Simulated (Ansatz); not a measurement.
Start from MoS₂ in the 3R-MoS2 type structure (space group R3m, No. 160; layered, stacked along the Cartesian z axis).

```yaml
crystal:
  lattice:
    - [1.58770, 0.91666, 6.19534]
    - [-1.58770, 0.91666, 6.19534]
    - [0.00000, -1.83332, 6.19534]
  atoms:
    - { symbol: Mo, position: [0.00000, 0.00000, 0.00000] }
    - { symbol: S, position: [0.75029, 0.75029, 0.75029] }
    - { symbol: S, position: [0.58300, 0.58300, 0.58300] }
```

Cartesian axes are those of the cell as printed.

All numbers come from Ansatz (a program for electronic structure) r2SCAN+rVV10, no spin-orbit coupling, earlier PAW set.

Base values:

```
Item                             Result
-----------------------------  --------
Width of the top valence band   1.81 eV
Smallest direct gap             1.79 eV
Pressure                       0.0 kbar
```

It is then changed as follows: tensile biaxial strain of 2.28 % in the plane normal to [001], as in epitaxy on a mismatched substrate; the out-of-plane cell vector and the atoms relax.

Task: How does this affect the ratio −ε⊥/ε∥?

Result: The ratio −ε⊥/ε∥ comes out as 0.58.

Task: Estimate the effect on the width of the top valence band.

Result: The width of the top valence band goes up by 0.037 eV, from 1.81 eV to 1.84 eV.

Task: What happens to the smallest direct gap?

Result: The smallest direct gap drops by 0.25 eV, from 1.79 eV to 1.54 eV.

Task: Predict the new pressure.

Result: The pressure (mean of the normal stresses, compression positive) goes from zero to -40.6 kbar.

Task: Predict the new energy relative to the base.

Result: The energy increases by 16 meV/atom.

No phonon test of stability was made.
